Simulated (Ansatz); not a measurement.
# Pressure series in PbTe

Start from PbTe in the rock salt structure (space group Fm-3m, No. 225; a = 6.442 Å).

Cell and atoms are relaxed at each pressure.

The values are results of Kohn–Sham DFT with the PBEsol functional, run in Ansatz (a first-principles code) with PAW and 420 eV plane waves, no spin-orbit coupling, not measurements.

```
change                density  band gap
----------------  -----------  --------
base               8.32 g/cm³   0.65 eV
pressure −2 GPa    7.91 g/cm³   0.75 eV
pressure −1 GPa           ___   0.70 eV
pressure 3 GPa     8.82 g/cm³       ___
pressure 7 GPa     9.37 g/cm³   0.34 eV
pressure 15 GPa   10.25 g/cm³      zero
pressure 50 GPa   12.77 g/cm³      zero
pressure 75 GPa   14.00 g/cm³      zero
pressure 100 GPa  15.04 g/cm³      zero
```

Task: Fill in the withheld entries from the trend.

Result: 
- pressure −1 GPa, density: 8.12 g/cm³
- pressure 3 GPa, band gap: 0.51 eV

A case with no gap was solved on a k-mesh chosen for an insulator, which is coarse for it. Spin-orbit coupling, missing from the scalar runs, can matter with Pb and Te. Load acts through the strain it causes; cell and atoms are relaxed under it. Stability against distortions was not tested. No other phases were tried under pressure. All final runs are without spin polarisation. Gaps under 0.05 eV, about the width of the smearing, are given as zero. The zero or small gap of PbTe under pressure 15 GPa, PbTe under pressure 50 GPa and PbTe under pressure 75 GPa can change with the level of theory.
